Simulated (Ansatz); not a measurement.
Here is the system:

```
W
1.0
   -1.54978     1.54978     1.56765
    1.54978    -1.54978     1.56765
    1.58552     1.58552    -1.56765
W
1
Direct
  0.00000   0.00000   0.00000
```

No spin polarisation.

Level of theory: LDA (Ansatz, a first-principles code; PAW; 420 eV plane waves; no spin-orbit coupling). Γ-centred 29×29×29 mesh, Fermi–Dirac width 0.1 eV.

Problem. Predict the stress and band gap.

Solution. Stress (xx, yy, zz, yz, xz, xy; compression positive): (0.1, 0.1, 0.2, 0.0, 0.0, -3.4) GPa
Band gap: zero

The cells carry an imposed strain or load. No phonon test of stability was made. The final runs are not spin-polarised. The cell was made from W in the bcc (W type) structure (space group Im-3m, No. 229) by this change: tensor shear ε_xy = +1.14 %.
